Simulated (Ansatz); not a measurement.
Results of HSE06 in Ansatz (PAW) for PbZrO₃ (Amm2, No. 38, 5 atoms in the cell; start mp-20337; a measured phase of this formula has another space group).

Numerical settings: plane-wave cutoff 500 eV, 6×6×6 k mesh, gaussian smearing 0.02 eV, scalar-relativistic PAW data made under PBE.

Cell (relaxed with r²SCAN):

```cif
data_O6Pb2Zr2
_chemical_formula_sum 'Zr2 Pb2 O6'
_space_group_name_H-M_alt 'Amm2'
_space_group_IT_number 38
_space_group_name_Hall 'A 2 -2'
_cell_length_a 4.13383
_cell_length_b 5.89421
_cell_length_c 6.02319
_cell_angle_alpha 90.000
_cell_angle_beta 90.000
_cell_angle_gamma 90.000
loop_
_space_group_symop_operation_xyz
  'x, y, z'
  '-x, -y, z'
  '-x, y, z'
  'x, -y, z'
  'x, y+1/2, z+1/2'
  '-x, -y+1/2, z+1/2'
  '-x, y+1/2, z+1/2'
  'x, -y+1/2, z+1/2'
loop_
_atom_site_label
_atom_site_type_symbol
_atom_site_symmetry_multiplicity
_atom_site_Wyckoff_symbol
_atom_site_fract_x
_atom_site_fract_y
_atom_site_fract_z
_atom_site_occupancy
Zr1 Zr 2 b 0.50000 0.50000 0.00722 1
Pb1 Pb 2 a 0.00000 0.00000 0.94805 1
O1 O 4 e 0.50000 0.26577 0.29632 1
O2 O 2 a 0.00000 0.00000 0.55908 1
```
(The calculation used a cell of 5 atoms; values per cell refer to that cell.)

Question: What does this level give for the band gap?

Answer: 
* **band gap**: 3.69 eV (on the SCF k mesh)

Note: cell and atoms aren't relaxed at this level (largest force component 0.13 eV/Å, pressure -1.2 GPa).

Spin–orbit coupling is not included; with these elements it can move the gap by several tenths of an eV or more.

A start named mp-… is a Materials Project structure, which need not be a measured phase.

Ansatz is a first-principles code.
